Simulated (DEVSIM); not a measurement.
Device: Schottky contact on p-type GaAs, at 250 K.

Layer 1 from the left is GaAs, thickness (μm) 1.20, Na (cm⁻³) 8.8e16, τn (s) 2.7e-9, τp (s) 2.7e-9.

Left contact: Schottky, work function 4.584 eV, emission velocity 3.7e6 cm/s. Right contact: ohmic. Voltage is applied to the left contact. Recombination: SRH at mid-gap, radiative, Auger. Mobility is μmin + (μ − μmin)/(1 + (N/Nref)^α).

The device is made up for the run: typed textbook-type constants, with dimensions and the other settings drawn at random. Values at 300 K; Nc and Nv go as T^1.5, mobilities as T to minus their exponent, the gap by Varshni's rule with the affinity fixed.

GaAs: gap (eV) 1.424, affinity (eV) 4.07, permittivity 12.9, Nc (cm⁻³) 4.7e17, Nv (cm⁻³) 9e18, μn (cm²/Vs) 8500, μp (cm²/Vs) 400, μn,min 500, μp,min 20, Nref,n 6e16, Nref,p 1.5e17, αn 0.39, αp 0.38, T exponent of μn 2.1, T exponent of μp 2.2, B (cm³/s) 2e-10, Cn (cm⁶/s) 1e-30, Cp (cm⁶/s) 1e-30, Varshni α (eV/K) 0.000541, Varshni β (K) 204.

DEVSIM, 1D drift-diffusion, Boltzmann statistics, complete ionisation; no tunnelling, impact ionisation, image-force lowering or self-heating. Metal contacts follow the ideal Schottky-Mott rule: no Fermi-level pinning, no interface dipoles.

Dark forward current:

| |V| (V) | |J| (A/cm²) |
|---|---|
| 0.05 | 5.745e-12 |
| 0.10 | 6.292e-11 |
| 0.15 | 6.401e-10 |
| 0.20 | 6.488e-9 |
| 0.25 | 6.579e-8 |
| 0.30 | 6.671e-7 |
| 0.35 | 6.760e-6 |
| 0.40 | 6.845e-5 |
| 0.45 | 0.0006923 |
| 0.50 | 0.006990 |
| 0.55 | 0.07039 |
| 0.60 | 0.7056 |
| 0.65 | 6.978 |
| 0.70 | 64.17 |
| 0.75 | 413.4 |
| 0.80 | 1349 |
| 0.85 | 2713 |

Work out the local ideality factor n = ΔV / (kT/q · ln(J2/J1)) between the rows 0.10 and 0.15 V, 0.80 and 0.85 V.

kT/q = 21.54 mV. From 0.10 to 0.15 V: ln(6.401e-10/6.292e-11) = 2.320, n = 1.00, near the 1 of diffusion or emission over a barrier. From 0.80 to 0.85 V: ln(2713/1349) = 0.699, n = 3.32; the layers' resistance at their doping, Σ W/(qμN) = 2.5e-5 Ω cm², would take 34 mV of this step of 50 mV.

Estimate the current at 0.40 V for emission alone, J0 = q v N_band exp(−φB/kT), and read the barrier back from the simulated current.

φB = 0.932 eV, N_band = 6.85e18 cm⁻³, J0 = 6.52e-13 A/cm²; J = J0 (exp(qV/kT) − 1) = 7.58e-5 A/cm². The simulation gives 6.84e-5 A/cm²; the estimate lies 11 % above. Read backwards, the simulated current gives an apparent barrier of 0.934 eV. The estimate leaves out transport through the depletion region and minority injection.
